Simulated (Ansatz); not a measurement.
The reference is InP in the zinc blende structure (space group F-43m, No. 216; a = 5.827 Å).

Computed with LDA/PAW in Ansatz (a program for electronic structure), no spin-orbit coupling.

For the base:

- Valley order = Γ 0.58 eV; L along ⟨111⟩ 1.35 eV; X along ⟨100⟩ 1.57 eV
- Volume per atom = 24.73 Å³

It is then changed as follows: cell and atoms relaxed at a pressure of 30 GPa.

Q: Estimate the effect on the valley order and volume per atom.

A: The valley order (the lowest conduction-band minima on the path, energy above the VBM, named in the base's zone) goes from Γ 0.58 eV; L along ⟨111⟩ 1.35 eV; X along ⟨100⟩ 1.57 eV to X along ⟨100⟩ 1.07 eV; Γ 1.81 eV; L along ⟨111⟩ 1.88 eV; the volume per atom shrinks by 5.34 Å³ to 19.39 Å³.

The levels and masses belong to the bands next to the band gap. Load acts through the strain it causes; cell and atoms are relaxed under it. Stability against distortions was not tested. Measured, InP leaves this structure (for rock salt) near 9.8 GPa (temperature not stated; as listed in Datta, Sujoy, Jana, Debnarayan, arXiv (2020)).
